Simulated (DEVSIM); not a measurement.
Device: abrupt InP p-n junction, at 350 K.

| layer (left to right) | material | thickness (μm) | Nd (cm⁻³) | Na (cm⁻³) | τn (s) | τp (s) |
|---|---|---|---|---|---|---|
| 1 | InP | 8.10 | - | 1.9e17 | 6.5e-10 | 6.5e-10 |
| 2 | InP | 0.620 | 2.3e14 | - | 6.5e-10 | 6.5e-10 |

Left contact: ohmic. Right contact: ohmic. Voltage is applied to the left contact. Recombination: SRH at mid-gap, radiative. Mobility is μmin + (μ − μmin)/(1 + (N/Nref)^α).

The device is made up for the run: typed textbook-type constants, with dimensions and the other settings drawn at random. Values at 300 K; Nc and Nv go as T^1.5, mobilities as T to minus their exponent, the gap by Varshni's rule with the affinity fixed.

```tsv
parameter	InP
gap (eV)	1.344
affinity (eV)	4.38
permittivity	12.5
Nc (cm⁻³)	5.7e17
Nv (cm⁻³)	1.1e19
μn (cm²/Vs)	5200
μp (cm²/Vs)	170
μn,min	400
μp,min	10
Nref,n	3e17
Nref,p	4.9e17
αn	0.47
αp	0.62
T exponent of μn	2
T exponent of μp	2
B (cm³/s)	1.2e-10
Varshni α (eV/K)	0.000363
Varshni β (K)	162
```

Simulated with DEVSIM: 1D drift-diffusion, Boltzmann statistics, complete ionisation; no tunnelling, impact ionisation, image-force lowering or self-heating.

Problem. Give the dark forward current.

Solution. 
(V (V), J (A/cm²)): (0.05, 1.1e-6); (0.10, 3.6e-6); (0.15, 9.8e-6); (0.20, 2.5e-5); (0.25, 6.4e-5); (0.35, 0.00045); (0.40, 0.0013); (0.45, 0.0037); (0.50, 0.012); (0.55, 0.040); (0.60, 0.14); (0.65, 0.49); (0.70, 1.6); (0.75, 4.6); (0.85, 26); (0.90, 52); (0.95, 96); (1.00, 160); (1.05, 250); (1.10, 350); (1.15, 480); (1.20, 620); (1.25, 780); (1.35, 1200); (1.40, 1400); (1.45, 1600); (1.50, 1800); (1.55, 2100)
